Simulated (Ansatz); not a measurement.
Take Si in the diamond structure (space group Fd-3m, No. 227) as the base.

```xyz
2
Lattice="0.0000 2.7221 2.7221 2.7221 0.0000 2.7221 2.7221 2.7221 0.0000" Properties=species:S:1:pos:R:3 pbc="T T T"
Si     0.0000     0.0000     0.0000
Si     1.3610     1.3610     1.3610
```

Calculations: Kohn–Sham DFT with the r2SCAN functional, run in Ansatz (a first-principles code) with PAW and 500 eV plane waves, without spin-orbit coupling.

One change was made to it. Results:

```
quantity             base     after
---------------  --------  --------
volume per atom  20.17 Å³  14.59 Å³
band gap          0.78 eV      zero
```

Q: Which change produced these results?
(A) pressure −1 GPa
(B) pressure 18 GPa
(C) pressure 4.2 GPa
(D) pressure 60 GPa

A: D, pressure 60 GPa. For comparison, the band gap in the other runs: pressure 18 GPa gives 0.49 eV; pressure 4.2 GPa gives 0.70 eV; pressure −1 GPa gives 0.79 eV.

Load acts through the strain it causes; cell and atoms are relaxed under it. No phonon test of stability was made. Measured, Si leaves this structure (for the β-tin structure) near 12 GPa (room temperature; as listed in arXiv:1906.07825). The zero or small gap of Si under pressure 60 GPa can change with the level of theory.
